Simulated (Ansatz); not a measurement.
Base system: Au in the fcc (Cu type) structure (space group Fm-3m, No. 225; a = 4.048 Å; relaxed with 0.1 eV smearing). Axes: x, y, z lie along the cube axes.

The values are results of LDA (Ansatz, a program for electronic structure), without spin-orbit coupling, not measurements.

Before the change:

The pressure comes out as 0.0 GPa.

Modification: uniaxial strain ε_zz = −2.00 %, all other strain components held at zero; the atoms relax in the strained cell.

Q: What happens to the energy relative to the base and pressure?

A: The energy grows by 4.7 meV/atom; the pressure (mean of the normal stresses, compression positive) goes from zero to 4.2 GPa.

No phonon test of stability was made.
